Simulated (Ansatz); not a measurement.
Worked example: relaxation of cell and atoms of ScV2Ga4 (I4/mmm, 7 atoms in the cell) in Ansatz (a first-principles code).

Computed with PBEsol, default PAW files made with PBE (plane waves; Ansatz).

The change in words: atoms on their sites; basis.ecutwfc: 420 eV → 210 eV; relax: default → cell and atoms. Reference geometry:
```
Sc(VGa2)2
1.0
   -3.23685     3.23685     2.58214
    3.23685    -3.23685     2.58214
    3.23685     3.23685    -2.58214
Sc V Ga
1 2 4
Direct
  0.00968   0.00968   0.00000
  0.75000   0.25000   0.50000
  0.25000   0.75000   0.50000
  0.30087   0.30087   0.60174
  0.69913   0.69913   0.39826
  0.30087   0.69913   0.00000
  0.69913   0.30087   0.00000
```

Reference input (self-consistent single point, DFT, PBEsol, plane waves, default PAW files made with PBE): basis.ecutwfc = 420 eV; kpoints.mp_grid.grid = 4 4 4; hamiltonian.xc = pbesol; hamiltonian.pseudopotentials = {kind: paw} (the program's default PAW files); scf.occupations.method = gaussian; scf.occupations.width = 0.1 eV. This run's input differs from it in these lines:

Ansatz 0.2 input:
```diff
@@ -6,3 +6,3 @@
   atoms:
-    - { symbol: Sc, position: [0.009682, 0.009682, 0.000000] }
+    - { symbol: Sc, position: [0.000000, 0.000000, 0.000000] }
     - { symbol: V, position: [0.750000, 0.250000, 0.500000] }
@@ -14,3 +14,3 @@
 basis:
-  ecutwfc: 420.0
+  ecutwfc: 210.0
 kpoints:
@@ -26,2 +26,4 @@
     width: 0.1
+relax:
+  cell: {}
 output:
```

Output (repeated stretches shortened):

```
   [... SCF lines of the steps left out ...]
relax step   1: F+E_penalty+E_count = -22822.08547863 eV  Δ(F+E_penalty+E_count) = +0.000e0 eV  max|allowed force component| = 1.923e-1 eV/Å  Δτ_max = 0.0000 Å  P = -4.896 GPa  Ω = 108.214 Å³  (10 SCF iters, dr2 threshold 1.00e-7 eV, accepted)
relax step   2: F+E_penalty+E_count = -22829.64825609 eV  Δ(F+E_penalty+E_count) = -7.563e0 eV  max|allowed force component| = 5.546e-2 eV/Å  Δτ_max = 0.0250 Å  P = +44.118 GPa  Ω = 103.081 Å³  energy of the carried Pulay correction = +8.172e0 eV  [...]
   [... lines left out ...]
relax step 120: F+E_penalty+E_count = -22822.40153220 eV  Δ(F+E_penalty+E_count) = -3.207e-2 eV  max|allowed force component| = 6.232e-6 eV/Å  Δτ_max = 0.0016 Å  P = +0.005 GPa  Ω = 101.304 Å³  energy of the carried Pulay correction = +3.195e-2 eV  [...]
relax step 121: F+E_penalty+E_count = -22822.31306538 eV  Δ(F+E_penalty+E_count) = +8.847e-2 eV  max|allowed force component| = 6.982e-3 eV/Å  Δτ_max = 0.0000 Å  P = +0.066 GPa  Ω = 101.304 Å³  stress off target by 2.23e-1 GPa  SCF on the basis [...]
basis re-selected at this cell: Δ(F+E_penalty+E_count) = +8.847e-2 eV, ΔP = +0.061 GPa vs the last step
   [... lines left out ...]
Free energy (F): -22822.313065 eV
Fermi energy:    14.115704 eV
Error: variable-cell relaxation did not converge after 121 `relax_step` rows, as none of its last 47 fresh-basis SCF(s) at a relaxed cell met both thresholds with a finite energy. The last misses `relax.cell.stress_tol`: largest allowed force component 6.98e-3 eV/Å (`relax.f_tol` 1.00e-2 eV/Å), stress off the target on the free part of the cell 2.23e-1 GPa (`relax.cell.stress_tol` 5.00e-2 GPa), F+E_penalty+E_count -22822.31306538 eV. The closest is row 121, whose structure comes with this error. Larger ratio of force or stress to its threshold at each such SCF whose figures are numbers: 126.942, 117.064, 125.086, 92.674, 71.277, 77.528, 87.780, 98.066, 112.671, 65.824, 48.272, [...]
   [... lines left out ...]
to start a new deck from the relaxed geometry:
  cell:  # Å, volume = 101.3036 Å³
    - [-3.178325475804829, 3.178325475804829, 2.5070805959632296]
    - [3.178325475804829, -3.178325475804829, 2.5070805959632296]
    - [3.178325475804829, 3.178325475804829, -2.5070805959632296]
  atoms:
    - { symbol: Sc, position: [3.6785386590096004e-20, 3.3159184863226054e-20, 6.994457145332119e-20] }
    - { symbol: V, position: [0.75, 0.25, 0.49999999999999994] }
    - { symbol: V, position: [0.25, 0.75, 0.49999999999999994] }
    - { symbol: Ga, position: [0.298114851426816, 0.298114851426816, 0.596229702853632] }
    - { symbol: Ga, position: [0.701885148573184, 0.701885148573184, 0.403770297146368] }
    - { symbol: Ga, position: [0.29811485142681604, 0.701885148573184, 0.0] }
    - { symbol: Ga, position: [0.701885148573184, 0.29811485142681604, 0.0] }
```

The relaxation ended unconverged.  The full log also holds: “iter 5 did not close the SCF: its close was put off for the readings that it lacked (scf_convergence_deferred on its scf_iter line)”. The full log also holds: “iter 3 did not close the SCF: its close was put off for the readings that it lacked (scf_convergence_deferred on its scf_iter line)”.

The starting cell comes from a database of computed structures (which also holds hypothetical and non-ambient phases and stackings), without a prior relaxation at this level. Its lattice was rescaled by up to half a per cent. The cutoff lies below the one recommended for these files.

Cost on one core of a shared machine: roughly 4 min.
